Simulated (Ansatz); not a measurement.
Reference: NaCl (Fm-3m), PBEsol, rigid bands (plane waves, PAW, scalar-relativistic; Ansatz, a quantum-chemistry and plane-wave program); axes and stresses refer to this cell.

```xyz
2
Lattice="0.0000 2.8010 2.8010 2.8010 0.0000 2.8010 2.8010 2.8010 0.0000" Properties=species:S:1:pos:R:3 pbc="T T T"
Na     0.0000     0.0000     0.0000
Cl     2.8010     2.8010     2.8010
```

- electron conductivity mass = 0.40 mₑ
- Seebeck coefficient, p-type 1e19 cm⁻³ = 551 μV/K
- band gap = 5.01 eV

Problem. Change: hydrostatic pressure -2 GPa. What happens to electron conductivity mass, Seebeck coefficient, p-type 1e19 cm⁻³, band gap?

Solution. electron conductivity mass goes up to 0.41 mₑ; Seebeck coefficient, p-type 1e19 cm⁻³ increases to 571 μV/K; band gap drops to 4.67 eV.

Problem. Change: hydrostatic pressure 15 GPa. What happens to electron conductivity mass, Seebeck coefficient, p-type 1e19 cm⁻³, band gap?

Solution. electron conductivity mass drops to 0.38 mₑ; Seebeck coefficient, p-type 1e19 cm⁻³ falls to 492 μV/K; band gap rises to 6.40 eV.

Problem. Change: hydrostatic pressure 5 GPa. What happens to electron conductivity mass, Seebeck coefficient, p-type 1e19 cm⁻³, band gap?

Solution. electron conductivity mass falls to 0.38 mₑ; Seebeck coefficient, p-type 1e19 cm⁻³ decreases to 522 μV/K; band gap increases to 5.60 eV.

Masses are for dilute carriers at 300 K, harmonic means over directions unless an axis is named. Seebeck coefficients are for the stated density at 300 K, with one relaxation time for all states and whether or not that doping can be reached. Spin-orbit coupling is left out unless a row names it. Stresses and pressures are the targets of the relaxation.  The structure type is held under load, also where the real crystal would transform.
